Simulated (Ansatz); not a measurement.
## What biaxial strain −0.42 %, plane normal [111], relaxed out of plane does to LiCl

The parent structure is LiCl in the rock salt structure (space group Fm-3m, No. 225; a = 5.064 Å). Axes: x, y, z lie along the cube axes.

It is then changed as follows: compressive biaxial strain of 0.42 % in the plane normal to [111], as in epitaxy on a mismatched substrate; the out-of-plane cell vector and the atoms relax.

All numbers come from Ansatz (a first-principles code), PBEsol, PAW, cutoff 420 eV, spin-orbit coupling left out. Γ-centred 11×11×11 mesh, Fermi–Dirac width 0.05 eV.

The volume per atom decreases by 0.10 Å³ to 16.13 Å³ and the space group goes from Fm-3m (No. 225) to R-3m (No. 166). The shortest interatomic distance shrinks by 0.005 Å to 2.527 Å and the energy is nearly the same. The pressure (mean of the normal stresses, compression positive) goes from zero to 2.3 kbar and the band gap rises by 0.026 eV (6.35 eV → 6.37 eV). The gap character stays direct at Γ and the electron mass stays 0.46 mₑ (at Γ). The valley order (the lowest conduction-band minima on the path, energy above the VBM, named in the base's zone) goes from Γ 6.35 eV; L along ⟨111⟩ 6.58 eV; X along ⟨100⟩ 7.78 eV to Γ 6.37 eV; L along [1-1-1] 6.56 eV; L along [111] 6.60 eV; X along [010] 7.78 eV and the out-of-plane strain is +0.21 %. The mean in-plane stress (compression positive) amounts to +0.3 GPa.

Effective masses come from finite differences of ±0.01 Å⁻¹. Whether these cells are dynamically stable was not tested. Labels are those of the standard path for the cell's own space group.
